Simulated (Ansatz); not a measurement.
Input:

```xyz
6
Lattice="3.6999 0.0000 0.0000 1.8499 3.2042 0.0000 0.0000 0.0000 22.1495" Properties=species:S:1:pos:R:3 pbc="T T T"
Se     1.8499     1.0681     7.4071
Pt     0.0000     0.0000     8.7126
Se     3.6999     2.1361     9.9833
Se     1.8499     1.0681    12.1662
Pt     0.0000     0.0000    13.4369
Se     3.6999     2.1361    14.7424
```

No spin polarisation.

Calculations: Ansatz (a first-principles code), PBEsol-D3(BJ), PAW, cutoff 420 eV, no spin-orbit coupling. Γ-centred 14×14×1 mesh, Fermi–Dirac width 0.05 eV. The cell is a slab with vacuum along z.

Predict the gap character.

Indirect, K–Γ (87 % along) → Γ–M (54 % along).

Predict the band gap.

0.15 eV.

Spin-orbit coupling, missing from the scalar runs, can matter with Pt. No phonon test of stability was made. The cell was made from PtSe₂ in the CdI2 type structure (space group P-3m1, No. 164; layered) by this change: a free-standing slab of 2 layers (6 atoms, 3 a layer) is cut normal to the stacking axis, with 15 Å of vacuum and the in-plane cell relaxed. A zero or small gap of PtSe2 can be the functional's error rather than a property of the material.
